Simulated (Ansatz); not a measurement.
**A computed series for Rh: response to strain**

The parent structure is Rh in the fcc (Cu type) structure (space group Fm-3m, No. 225; a = 3.7551 Å; relaxed with 0.1 eV smearing). Axes: x, y, z lie along the cube axes.

Strains are applied to the cell and any free atomic positions relax.

Method: Ansatz (a quantum-chemistry and plane-wave program), LDA, PAW, cutoff 420 eV, spin-orbit coupling left out.

Notes on the quantities. energy relative to the base: free energy F; pressure: mean of the normal stresses, compression positive.

| case | energy relative to the base | volume per atom | pressure |
|---|---|---|---|
| base | 0 meV/atom | 13.24 Å³ | 0.0 GPa |
| uniaxial strain ε_zz = −2.50 % | +14 meV/atom | 12.91 Å³ | 8.6 GPa |
| uniaxial strain ε_zz = −2.00 % | +8.6 meV/atom | 12.97 Å³ | 6.8 GPa |
| uniaxial strain ε_zz = −1.50 % | +4.8 meV/atom | 13.04 Å³ | 5.0 GPa |
| uniaxial strain ε_zz = −1.00 % | +2.1 meV/atom | 13.11 Å³ | 3.3 GPa |
| uniaxial strain ε_zz = +0.50 % | ? | 13.30 Å³ | -1.5 GPa |
| uniaxial strain ε_zz = +1.00 % | +2.0 meV/atom | 13.37 Å³ | -3.0 GPa |
| uniaxial strain ε_zz = +1.50 % | +4.5 meV/atom | 13.44 Å³ | -4.5 GPa |
| uniaxial strain ε_zz = +2.00 % | ? | 13.50 Å³ | -5.9 GPa |
| uniaxial strain ε_zz = +3.00 % | +17 meV/atom | 13.63 Å³ | -8.5 GPa |

Q: What belongs in the blanks?

A: 
- uniaxial strain ε_zz = +0.50 %, energy relative to the base: +0.5 meV/atom
- uniaxial strain ε_zz = +2.00 %, energy relative to the base: +7.9 meV/atom

Whether these cells are dynamically stable was not tested. The final runs are not spin-polarised. Rh lies near a magnetic instability that expansion can trigger; it was not tested.
